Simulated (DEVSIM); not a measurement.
Device: abrupt Si p-n junction, at 500 K.

Layer 1 from the left is Si, thickness (μm) 0.150, Na (cm⁻³) 1.5e19, τn (s) 1.5e-7, τp (s) 1.5e-7. Layer 2 from the left is Si, thickness (μm) 0.740, Nd (cm⁻³) 4.9e17, τn (s) 1.5e-7, τp (s) 1.5e-7.

Left contact: ohmic. Right contact: ohmic. Voltage is applied to the left contact. Recombination: SRH at mid-gap. Mobility is constant in doping.

The device is made up for the run: typed textbook-type constants, with dimensions and the other settings drawn at random. Values at 300 K; Nc and Nv go as T^1.5, mobilities as T to minus their exponent, the gap by Varshni's rule with the affinity fixed.

Si: gap (eV) 1.124, affinity (eV) 4.05, permittivity 11.7, Nc (cm⁻³) 2.86e19, Nv (cm⁻³) 3.1e19, μn (cm²/Vs) 1417, μp (cm²/Vs) 470, T exponent of μn 2.3, T exponent of μp 2.2, Varshni α (eV/K) 0.000473, Varshni β (K) 636.

Simulated with DEVSIM: 1D drift-diffusion, Boltzmann statistics, complete ionisation; no tunnelling, impact ionisation, image-force lowering or self-heating.

Dark forward current:

| |V| (V) | |J| (A/cm²) |
|---|---|
| 0.05 | 0.007384 |
| 0.10 | 0.03076 |
| 0.15 | 0.1050 |
| 0.20 | 0.3410 |
| 0.25 | 1.092 |
| 0.30 | 3.481 |
| 0.35 | 11.08 |
| 0.40 | 35.22 |
| 0.45 | 111.7 |
| 0.50 | 351.5 |
| 0.55 | 1084 |
| 0.60 | 3194 |

Q: Work out the local ideality factor n = ΔV / (kT/q · ln(J2/J1)) between the rows 0.20 and 0.25 V, 0.55 and 0.60 V.

A: kT/q = 43.09 mV. From 0.20 to 0.25 V: ln(1.092/0.3410) = 1.164, n = 1.00, near the 1 of diffusion or emission over a barrier. From 0.55 to 0.60 V: ln(3194/1084) = 1.081, n = 1.07, near the 1 of diffusion or emission over a barrier.

Q: Estimate the current at 0.35 V from the Shockley equation with J0 = Σ q ni² D/(N L) coth(W/L), τ joining the SRH, radiative and Auger lifetimes that are on, and W taken as the whole layer.

A: ni² = 7.51e28 cm⁻⁶; electrons in the p layer: μ = 438 cm²/Vs, D = 18.9 cm²/s, τ = 1.50e-7 s, L = 16.8 μm, W/L = 0.0089, term 0.00101 A/cm²; holes in the n layer: μ = 153 cm²/Vs, D = 6.58 cm²/s, τ = 1.50e-7 s, L = 9.94 μm, W/L = 0.074, term 0.00219 A/cm². J0 = 0.00320 A/cm², and J = J0 exp(qV/kT) = 10.8 A/cm². The simulation gives 11.1 A/cm²; the estimate lies 2.8 % below. The estimate leaves out recombination in the depletion region and that region's share of W.
